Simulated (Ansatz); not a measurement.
Take Pt in the diamond structure (space group Fd-3m, No. 227; a = 5.688 Å; a hypothetical phase, not in the database extracts checked) as the base.

Structures relaxed with DFT with PBEsol, PAW potentials and a 420 eV plane-wave cutoff in Ansatz (a quantum-chemistry and plane-wave program), scalar-relativistic without spin-orbit coupling.

Base:

Simulated powder pattern, Co Kα, λ = 1.79026 Å (kinematic, ideal powder, no thermal factors, no anomalous dispersion; the 8 strongest lines at most, above 2 %, up to 2θ = 90°):

| 2θ (°) | I/Imax (%) | hkl |
|---|---|---|
| 31.63 | 100 | (111) |
| 52.86 | 76 | (220) |
| 62.92 | 46 | (311) |
| 78.02 | 13 | (400) |
| 86.62 | 21 | (331) |

Perturbation: hydrostatic tension (pressure −1 GPa).

### Question
How do the reflections move or split?

### Answer

Simulated powder pattern, Co Kα, λ = 1.79026 Å (kinematic, ideal powder, no thermal factors, no anomalous dispersion; the 8 strongest lines at most, above 2 %, up to 2θ = 90°):

```csv
2θ (°),d (Å),I/Imax (%),hkl
31.55,3.293,100,(111)
52.71,2.016,76,(220)
62.74,1.719,46,(311)
77.78,1.426,13,(400)
86.34,1.308,21,(331)
```

The indices refer to the base's conventional cell; one index is shown for lines that coincide.

Load acts through the strain it causes; cell and atoms are relaxed under it. No phonon test of stability was made. The final runs are not spin-polarised. Pt has a high density of states at the Fermi level and may be magnetic at this level.
